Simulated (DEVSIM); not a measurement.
Structure: W/SiO2/p-InP capacitor, at 300 K.

```tsv
layer (left to right)	material	thickness (nm)	Na (cm⁻³)
1	SiO2	1.80	-
2	InP	1100	3.3e17
```

Metal gate on the left, work function 4.6 eV. Fixed charge at the semiconductor interface 2.4e11 cm⁻² (in units of +e); interface traps 1.8e11 cm⁻² eV⁻¹, uniform in energy, neutral level at 0.5 of the gap above the valence band.

The device is made up for the run: typed textbook-type constants, with dimensions and the other settings drawn at random. Values at 300 K.

```csv
parameter,SiO2,InP
gap (eV),9,1.344
affinity (eV),0.9,4.38
permittivity,3.9,12.5
Nc (cm⁻³),-,5.7e17
Nv (cm⁻³),-,1.1e19
```

Simulated with DEVSIM: 1D Poisson equation in equilibrium, Boltzmann statistics, complete ionisation; no quantum confinement or tunnelling. Metal contacts follow the ideal Schottky-Mott rule: no Fermi-level pinning, no interface dipoles.

Tabulate band edges, carrier densities and field at -0.2 V on the gate.

Energies count from the Fermi level of the right contact; mesh points crowd at the junctions.

```
x (μm)     Ec (eV)  Ev (eV)  n (cm⁻³)  p (cm⁻³)  field (V/cm)
---------  -------  -------  --------  --------  ------------
0.000        3.900   -5.100     < 1e2     < 1e2        720000
0.0006538    3.947   -5.053     < 1e2     < 1e2        720000
0.001216     3.987   -5.013     < 1e2     < 1e2        720000
0.001924     0.551   -0.793     3.1e8    530000        250000
0.003535     0.592   -0.752     6.6e7   2500000        250000
0.005965     0.650   -0.694   6900000     2.4e7        230000
0.01043      0.750   -0.594    140000     1.2e9        210000
0.02270      0.976   -0.368     < 1e2    7.3e12        150000
0.04259      1.190   -0.154     < 1e2    2.9e16         61000
0.07776      1.253   -0.091     < 1e2    3.2e17          1100
0.1424       1.253   -0.091     < 1e2    3.3e17           ≈ 0
0.3200       1.253   -0.091     < 1e2    3.3e17           ≈ 0
0.5701       1.253   -0.091     < 1e2    3.3e17           ≈ 0
0.8131       1.253   -0.091     < 1e2    3.3e17           ≈ 0
0.9786       1.253   -0.091     < 1e2    3.3e17           ≈ 0
1.035        1.253   -0.091     < 1e2    3.3e17           ≈ 0
1.066        1.253   -0.091     < 1e2    3.3e17           ≈ 0
1.083        1.253   -0.091     < 1e2    3.3e17           ≈ 0
1.094        1.253   -0.091     < 1e2    3.3e17           ≈ 0
1.098        1.253   -0.091     < 1e2    3.3e17           ≈ 0
1.100        1.253   -0.091     < 1e2    3.3e17           ≈ 0
1.102        1.253   -0.091     < 1e2    3.3e17           ≈ 0
```
